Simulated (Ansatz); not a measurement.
Relaxed 16-atom cells of (Ru,Co) in the hexagonal close-packed type, of low symmetry and near-random order, with the end members in the same type and cell. Here −b is the interaction parameter Ω of a regular solution. Left out are ordered and sheared cells and those that changed their type; one cell stands for each fraction.

Level of theory: PBE (plane waves to 420 eV, PAW; Ansatz, a quantum-chemistry and plane-wave program). Spin–orbit coupling is left out.

| cell | fraction of Co | mixing enthalpy (meV a mixed site) |
|---|---|---|
| Ru | 0 | 0 |
| CoRu3 | 0.2500 | 78 |
| CoRu | 0.5000 | 114 |
| Co3Ru | 0.7500 | withheld |
| Co7Ru | 0.8750 | 69 |
| Co | 1 | 0 |

Fit y = y0 + (y1 − y0) x − b x (1 − x), with y0 and y1 the end rows to the rows shown by least squares, with x the second column and y the third, and predict the withheld row.

The fit gives b = -462, with a root-mean-square miss of 9.1 on the rows shown. At x = 0.7500 it predicts 87; the run gives 98, a miss of -11.
